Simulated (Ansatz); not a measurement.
The starting structures come from a database of crystals and need not be the phases stable at ambient conditions.

 Where the default PAW files enter, the runs use the earlier of Ansatz's two default sets.

Inside the gap of an insulator the Bloch states are evanescent, with a wavenumber k + iκ along the transport direction.

Data:

```
CELL_PARAMETERS angstrom
      4.29923     0.00000     0.00000
      0.00000     9.62169     0.00000
      0.00000     0.00000     4.29923
ATOMIC_POSITIONS crystal
  Ba 0.50000 0.16451 0.00000
  Ba 0.00000 0.83549 0.50000
  Zn 0.50000 0.50000 0.50000
  Zn 0.00000 0.50000 0.00000
  As 0.50000 0.65661 0.00000
  As 0.00000 0.34339 0.50000
  F  0.50000 0.00000 0.50000
  F  0.00000 0.00000 0.00000
```

Space group of this cell: P4/nmm. The cell is taken as given; by r2SCAN its mean pressure is -2.4 GPa.

Transport runs along the normal of the first two printed cell vectors, the (100) plane of the conventional cell.

No gap correction and no spin-orbit coupling; mid-gap values are interpolated between computed energies.

**Question.** Predict the band gap and the smallest decay constant κ at mid-gap from r2SCAN run with Ansatz (a first-principles code).

**Answer.** Gap 0.56 eV on a 8×4×8 mesh; κ = 0.096 1/Å, at the zone centre.
